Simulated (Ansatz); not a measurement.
## CdO in the rock salt structure (space group Fm-3m, No. 225)

```
CdO
1.0
    0.00000     2.34543     2.34543
    2.34543     0.00000     2.34543
    2.34543     2.34543     0.00000
O Cd
1 1
Direct
  0.00000   0.00000   0.00000
  0.50000   0.50000   0.50000
```

Calculations: plane-wave PAW DFT at the PBEsol level (Ansatz, a quantum-chemistry and plane-wave program, 420 eV), spin-orbit coupling left out, earlier PAW set. Settings: 12×12×12 k-points, 0.05 eV Fermi–Dirac smearing.

| Quantity | Value |
|---|---|
| Volume per atom | 12.90 Å³ |
| Density | 8.26 g/cm³ |
| Band gap | zero |
| Total energy | -4372.277 eV/atom (σ→0; compares only within this code and set-up) |

Stability against distortions was not tested. All final runs are without spin polarisation. A zero or small gap of CdO can be the functional's error rather than a property of the material.
